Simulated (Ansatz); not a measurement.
**TiC in the rock salt structure (space group Fm-3m, No. 225)**

```cif
data_C4Ti4
_chemical_formula_sum 'Ti4 C4'
_space_group_name_H-M_alt 'Fm-3m'
_space_group_IT_number 225
_space_group_name_Hall '-F 4 2 3'
_cell_length_a 4.32784
_cell_length_b 4.32784
_cell_length_c 4.32784
_cell_angle_alpha 90.000
_cell_angle_beta 90.000
_cell_angle_gamma 90.000
loop_
_atom_site_label
_atom_site_type_symbol
_atom_site_symmetry_multiplicity
_atom_site_Wyckoff_symbol
_atom_site_fract_x
_atom_site_fract_y
_atom_site_fract_z
_atom_site_occupancy
Ti1 Ti 4 a 0.00000 0.00000 0.00000 1
C1 C 4 b 0.50000 0.50000 0.50000 1
```
(The calculation used a cell of 2 atoms; values per cell refer to that cell.)

Level of theory: DFT with r2SCAN, PAW potentials and a 500 eV plane-wave cutoff in Ansatz (a program for electronic structure), without spin-orbit coupling. k-mesh 18×18×18 (Γ-centred); smearing 0.05 eV (Fermi–Dirac).

```yaml
volume_per_atom: 10.13 Å³
density: 4.91 g/cm³
band_gap: zero
total_energy: -1379.008 eV/atom (σ→0; compares only within this code and set-up)
```

No phonon test of stability was made. All final runs are without spin polarisation.
